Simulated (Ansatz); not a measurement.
Base system: AlN in the rock salt structure (space group Fm-3m, No. 225; a = 4.045 Å; a model cell, its experimental status unchecked). Axes: x, y, z lie along the cube axes.

Now apply this change: uniaxial strain ε_zz = +0.68 %, all other strain components held at zero; the atoms relax in the strained cell.

Levels (all Ansatz, a quantum-chemistry and plane-wave program, PAW): PBEsol (420 eV, spin-orbit coupling left out); r2SCAN (500 eV, no spin-orbit coupling); HSE06 (420 eV, scalar-relativistic without spin-orbit coupling).

At the geometry relaxed with PBEsol, these levels gave the following band gaps, in shuffled order: (a) 5.89 eV, (b) 4.43 eV, (c) 5.34 eV.

Question: Match each gap to its level.

Answer: (a) HSE06; (b) PBEsol; (c) r2SCAN.

Single points use the geometry relaxed with PBEsol. HSE06 was sampled on its mesh, a few special points and the semilocal edge points, so its gap is an upper bound. Whether these cells are dynamically stable was not tested. The base started in P3_121 and relaxed to Fm-3m at this level. This is not the structure that AlN has at room temperature and ambient pressure.
